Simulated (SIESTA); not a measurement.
A self-consistent single point of Cs2LiMoF6 (Fm-3m, 10 atoms in the cell) with SIESTA.

Method: GGA PBEsol, numerical atomic orbitals DZP, PseudoDojo PBEsol standard norm-conserving potentials (rewritten from UPF to PSML) in SIESTA.

```yaml
crystal:
  lattice:
    - [0.00000, 4.39898, 4.39898]
    - [4.39898, 0.00000, 4.39898]
    - [4.39898, 4.39898, 0.00000]
  atoms:
    - { symbol: Cs, position: [0.25000, 0.25000, 0.25000] }
    - { symbol: Cs, position: [0.75000, 0.75000, 0.75000] }
    - { symbol: Li, position: [0.50000, 0.50000, 0.50000] }
    - { symbol: Mo, position: [0.00000, 0.00000, 0.00000], spin: 2.0 }
    - { symbol: F, position: [0.23895, 0.23895, 0.76105] }
    - { symbol: F, position: [0.76105, 0.76105, 0.23895] }
    - { symbol: F, position: [0.76105, 0.23895, 0.23895] }
    - { symbol: F, position: [0.23895, 0.76105, 0.76105] }
    - { symbol: F, position: [0.23895, 0.76105, 0.23895] }
    - { symbol: F, position: [0.76105, 0.23895, 0.76105] }
```
(The spins are starting values, not results.)

Reference input (self-consistent single point, DFT, LDA PW92, numerical atomic orbitals DZP, PseudoDojo LDA standard norm-conserving potentials (rewritten from UPF to PSML)): XC.functional = LDA; XC.authors = PW92; potentials = PseudoDojo LDA standard; PAO.BasisSize = DZP; PAO.EnergyShift = 0.01 Ry; MeshCutoff = 400 Ry; kgrid.MonkhorstPack = 5 5 5 shifted by 0.5 0.5 0.5; OccupationFunction = MP; OccupationMPOrder = 0; ElectronicTemperature = 0.05 eV; Spin = polarized; PAO.Polarization.NonPerturbative = true. This run's input differs from it in these lines:

```diff
@@ -1,2 +1,2 @@
-# files in the folder: Cs.psml Li.psml Mo.psml F.psml (PseudoDojo LDA standard)
+# files in the folder: Cs.psml Li.psml Mo.psml F.psml (PseudoDojo PBEsol standard)
 SystemName  Cs2LiMoF6
@@ -32,4 +32,4 @@
 
-XC.functional                LDA
-XC.authors                   PW92
+XC.functional                GGA
+XC.authors                   PBEsol
 PAO.BasisSize                DZP
@@ -39,5 +39,5 @@
 %block kgrid.MonkhorstPack
-    5   0   0  0.5
-    0   5   0  0.5
-    0   0   5  0.5
+    4   0   0  0.5
+    0   4   0  0.5
+    0   0   4  0.5
 %endblock kgrid.MonkhorstPack
```

Log, with long lists cut:

```
        iscf     Eharris(eV)        E_KS(eV)     FreeEng(eV)     dDmax    Ef(eV) dHmax(eV)
   scf:    1    -7367.012947    -7382.100455    -7382.111482  0.571337 -1.598464 18.674527
     spin moment: {S} , |S| = {        0.0        0.0    2.75000 }     2.75000
   scf:    2    -7395.448034    -7389.307724    -7389.307724  0.111190 -2.488422 12.016563
     spin moment: {S} , |S| = {        0.0        0.0    3.00000 }     3.00000
   scf:    3    -7396.418391    -7393.944789    -7393.944789  0.309883 -3.747318  2.855706
     spin moment: {S} , |S| = {        0.0        0.0    3.00000 }     3.00000
   [... lines left out ...]
     spin moment: {S} , |S| = {        0.0        0.0    3.00000 }     3.00000
   scf:   14    -7394.236537    -7394.236537    -7394.236537  0.000026 -3.881785  0.000417
     spin moment: {S} , |S| = {        0.0        0.0    3.00000 }     3.00000
   scf:   15    -7394.236537    -7394.236537    -7394.236537  0.000015 -3.881995  0.000271
     spin moment: {S} , |S| = {        0.0        0.0    3.00000 }     3.00000
   scf:   16    -7394.236537    -7394.236537    -7394.236537  0.000006 -3.881909  0.000017
     spin moment: {S} , |S| = {        0.0        0.0    3.00000 }     3.00000
SCF Convergence by DM+H criterion
max |DM_out - DM_in|         :     0.0000057788
max |H_out - H_in|      (eV) :     0.0000170563
SCF cycle converged after 16 iterations

Using DM_out to compute the final energy and forces

siesta: E_KS(eV) =            -7394.2365

siesta: E_KS - E_eggbox =     -7394.2365

siesta: Atomic forces (eV/Ang):
     1    0.000171    0.000171    0.000171
     2   -0.000171   -0.000171   -0.000171
     3    0.000000   -0.000000   -0.000000
     4    0.000000    0.000000   -0.000000
     5    0.000032    0.000032   -0.201794
     6   -0.000032   -0.000032    0.201794
     7   -0.201794    0.000032    0.000032
     8    0.201794   -0.000032   -0.000032
     9    0.000032   -0.201794    0.000032
    10   -0.000032    0.201794   -0.000032
   Tot    0.000000   -0.000000   -0.000000
   Max    0.201794
   [... lines left out ...]
siesta: FreeEng =     -7394.236537
siesta: Cell volume =        170.248964 Ang**3
siesta:         -37.26988464        -45.98588175  kBar
   [... lines left out ...]
     3     0.158164    2.841836   -0.004974  Li
     4     0.476572   13.523428    2.817967  Mo
     5    -0.358559    7.358559    0.034059  F
     6    -0.358559    7.358559    0.034059  F
     7    -0.358560    7.358560    0.034059  F
     8    -0.358560    7.358560    0.034059  F
     9    -0.358560    7.358560    0.034059  F
    10    -0.358560    7.358560    0.034059  F
 Total    -0.000000                3.000000
```

The run converged in 16 iterations. Against the reference run the pressure goes from -7.09 to -3.73 GPa, the largest force goes from 0.371 to 0.202 eV/Å, the gap on the mesh goes from 1.609 to 1.964 eV and the size of the net moment stays at 0.30 μB/atom.

The starting cell comes from a database of computed structures (which also holds hypothetical and non-ambient phases and stackings), without a prior relaxation at this level. With one magnetic atom in the cell only a parallel order is possible. Values carry the incompleteness of an atom-centred basis. The basis of the alkali or alkaline-earth atoms may lack their empty d shell, which can raise the gap. With a pressure of about -4 GPa the cell is away from its equilibrium volume at this level. The shifted mesh does not hold Γ, so a gap read on it misses any band edge there.

Cost on one core of a shared machine: roughly 3 min.
